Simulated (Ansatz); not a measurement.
An Ansatz (a program for electronic structure) input (PBEsol, PAW, 420 eV (Ansatz; no spin-orbit coupling)):

Ansatz 0.2 input:
```yaml
crystal:
  lattice:
    - [3.1751219654, 0, 0]
    - [-1.5875609827, 2.7497362822, 0]
    - [0, 0, 5.1369953666]
  atoms:
    - { symbol: Mg, position: [0.6666666667, 0.3333333333, 0.25] }
    - { symbol: Mg, position: [0.3333333333, 0.6666666667, 0.75] }
basis: { ecutwfc: 420, ecutrho_ratio: 4, xc_grid: 2, fft_grid_basis: typed }
kpoints: { mp_grid: { grid: [21, 21, 11] } }
hamiltonian:
  xc: pbesol
  dispersion: none
  pseudopotentials: { kind: paw }
scf: { occupations: { method: fermi_dirac, width: 0.1 }, convergence: { dr2_threshold: 0.0000000002 } }
relax: { f_tol: 0.005, max_steps: 50 }
output: { forces: true, stress: true }
checkpoint: { write: state.ck, write_every: 1000 }
```

Problem. Which symmetry and how many k-points will the program report, and about how many plane waves at Γ?

Solution. Space group P63/mmc (ITA 194) with 24 operations, k-points 288 of 4851, and 881 plane waves at Γ.

The cells carry an imposed strain or load. No phonon test of stability was made. The cell was made from Mg in the hcp (Mg type) structure (space group P6_3/mmc, No. 194) by this change: uniaxial strain ε_zz = −0.50 %.
